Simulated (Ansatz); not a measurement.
Take a 9-atom supercell of HfO2 in the fluorite structure (space group Fm-3m, No. 225; a = 5.044 Å) at its relaxed geometry as the base.

All numbers come from Kohn–Sham DFT with the PBEsol functional, run in Ansatz (a program for electronic structure) with PAW and 420 eV plane waves, no SOC.

One neutral defect a cell, atoms relaxed at fixed cell.

One change was made to it. Results:

The pressure goes from zero to 4.5 GPa; the largest displacement of a host atom from its site in the perfect cell amounts to 0.11 Å.

**Question.** Name the change that was made.
A) Li interstitial (started 2.18 Å from the nearest host atom), symmetric start
B) O on a Hf site (antisite)
C) O interstitial (started 2.18 Å from the nearest host atom)
D) Li interstitial (started 1.95 Å from the nearest host atom)

**Answer.** B, O on a Hf site (antisite). For comparison, the pressure in the other runs: Li interstitial (started 2.18 Å from the nearest host atom), symmetric start gives 12.9 GPa; Li interstitial (started 1.95 Å from the nearest host atom) gives 13.2 GPa; O interstitial (started 2.18 Å from the nearest host atom) gives 12.9 GPa.

The magnetic state is the one reached from the starting moments; the real material's order can differ, and small cells can't hold many antiferromagnetic ones. In so small a cell the defect repeats every few ångströms: this is an ordered compound, not a dilute defect. A case with no gap was solved on a k-mesh chosen for an insulator, which is coarse for it. Defects with a symmetric start kept the site's symmetry and may sit on a saddle; the others started slightly shaken. Seeded moments were not kept for Li interstitial (started 2.18 Å from the nearest host atom) and Li interstitial (started 1.95 Å from the nearest host atom). This is not the structure that HfO2 has at room temperature and ambient pressure.
